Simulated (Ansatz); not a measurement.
**fcc Al (1 1 1) on alpha quartz (1 0 0) (film strained to the substrate, started from cuts of the bulks and a machine-learned relaxation; slabs Si8O18 and Al16, which can lie off the formulas)**

A periodic stack without vacuum, fcc Al (1 1 1) on alpha quartz (1 0 0) (film strained to the substrate, started from cuts of the bulks and a machine-learned relaxation; slabs Si8O18 and Al16, which can lie off the formulas): substrate slab Si8O18, film Al16, surface cells [[0, 1], [-1, 0]] and [[-2, 2], [-1, -1]], film strained by -3.6 and +1.4 %, outermost planes O/O and Al/Al as cut, which need not be the usual terminations and can put a slab off its formula.

The start was prepared with a machine-learned potential, and the result is one local minimum, with the in-plane cell held and forces under 0.04 eV/Å; the film can end far from its bulk form.

Level of theory: PBE (plane waves to 420 eV, PAW; Ansatz, a quantum-chemistry and plane-wave program). Scalar-relativistic, without spin–orbit coupling; the runs are not spin-polarised; PBE gaps are too small against experiment. Its k-point mesh 5×5×1, Fermi–Dirac width 0.05 eV.

interface area: 27.7 Å²
period: 22.74 Å
heights between the nearest atoms of the two slabs at the two interfaces: 0.75 and 1.44 Å
Al–O contacts across the interfaces within 1.22 times the sum of covalent radii: 5, mean 1.81 Å

```yaml
crystal:
  lattice:
    - [5.50954, 0.00003, 0.02076]
    - [-0.00016, 5.02095, 0.04237]
    - [-1.29015, -0.64260, 22.73201]
  atoms:
    - { symbol: Si, position: [0.38241, 0.09860, 0.20618] }
    - { symbol: Si, position: [0.02844, 0.79826, 0.11470] }
    - { symbol: Si, position: [0.69344, 0.29724, 0.10863] }
    - { symbol: O, position: [0.19332, 0.80685, 0.05812] }
    - { symbol: O, position: [0.92002, 0.50059, 0.12529] }
    - { symbol: O, position: [0.50100, 0.30172, 0.16088] }
    - { symbol: O, position: [0.18491, 0.89633, 0.17400] }
    - { symbol: O, position: [0.79553, 0.99399, 0.10293] }
    - { symbol: O, position: [0.55913, 0.37149, 0.04630] }
    - { symbol: Si, position: [0.42767, 0.59999, 0.39734] }
    - { symbol: Si, position: [0.06443, 0.31603, 0.30713] }
    - { symbol: Si, position: [0.73143, 0.81899, 0.29856] }
    - { symbol: O, position: [0.25385, 0.28274, 0.25543] }
    - { symbol: O, position: [0.94133, 0.03137, 0.32099] }
    - { symbol: O, position: [0.53564, 0.79804, 0.34977] }
    - { symbol: O, position: [0.20824, 0.41888, 0.36787] }
    - { symbol: O, position: [0.85477, 0.52948, 0.28724] }
    - { symbol: O, position: [0.59505, 0.91742, 0.23819] }
    - { symbol: Si, position: [0.11592, 0.81833, 0.49834] }
    - { symbol: Si, position: [0.77124, 0.31936, 0.48622] }
    - { symbol: O, position: [0.32317, 0.78026, 0.45112] }
    - { symbol: O, position: [0.97161, 0.54414, 0.51012] }
    - { symbol: O, position: [0.56893, 0.28620, 0.53384] }
    - { symbol: O, position: [0.24649, 0.89204, 0.56487] }
    - { symbol: O, position: [0.92573, 0.04593, 0.47681] }
    - { symbol: O, position: [0.64612, 0.40886, 0.42338] }
    - { symbol: Al, position: [0.95358, 0.24753, 0.65518] }
    - { symbol: Al, position: [0.44609, 0.17672, 0.59797] }
    - { symbol: Al, position: [0.73028, 0.75076, 0.65305] }
    - { symbol: Al, position: [0.23371, 0.67581, 0.63315] }
    - { symbol: Al, position: [0.93912, 0.95546, 0.75474] }
    - { symbol: Al, position: [0.42861, 0.96655, 0.73701] }
    - { symbol: Al, position: [0.68679, 0.45428, 0.75117] }
    - { symbol: Al, position: [0.19680, 0.46100, 0.75210] }
    - { symbol: Al, position: [0.96926, 0.64275, 0.85357] }
    - { symbol: Al, position: [0.46372, 0.63836, 0.85301] }
    - { symbol: Al, position: [0.71062, 0.14163, 0.85247] }
    - { symbol: Al, position: [0.22352, 0.13089, 0.85370] }
    - { symbol: Al, position: [0.98940, 0.31865, 0.94934] }
    - { symbol: Al, position: [0.48800, 0.32360, 0.97168] }
    - { symbol: Al, position: [0.71534, 0.82858, 0.95049] }
    - { symbol: Al, position: [0.21845, 0.82241, 0.98284] }
```
